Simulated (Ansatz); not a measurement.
Start from AlAs in the wurtzite structure (space group P6_3mc, No. 186; a = 4.003 Å, c = 6.581 Å; a model cell, its experimental status unchecked).

Now apply this change: every lattice vector is stretched by 3.41 %, atoms relaxed at fixed cell.

Computed with PBEsol/PAW in Ansatz (an electronic-structure program), no SOC.

Base, band edges from the VBM (valence, conduction): K -2.48, 2.08; H -1.31, 2.64; M -0.91, 1.66; L -1.69, 1.86; A -0.54, 2.49; Γ 0.00, 1.72 eV.

**Question.** Give the band edges at the high-symmetry points of the new zone, measured from its valence-band maximum.

**Answer.** 
| point | valence edge (eV) | conduction edge (eV) |
|---|---|---|
| Γ | 0.00 | 1.17 |
| M | -0.83 | 1.71 |
| K | -2.20 | 2.30 |
| A | -0.49 | 2.09 |
| L | -1.52 | 1.76 |
| H | -1.19 | 2.48 |

The gap is 1.17 eV, direct at Γ.

The cells carry an imposed strain or load. Stability against distortions was not tested. This is not the structure that AlAs has at room temperature and ambient pressure.
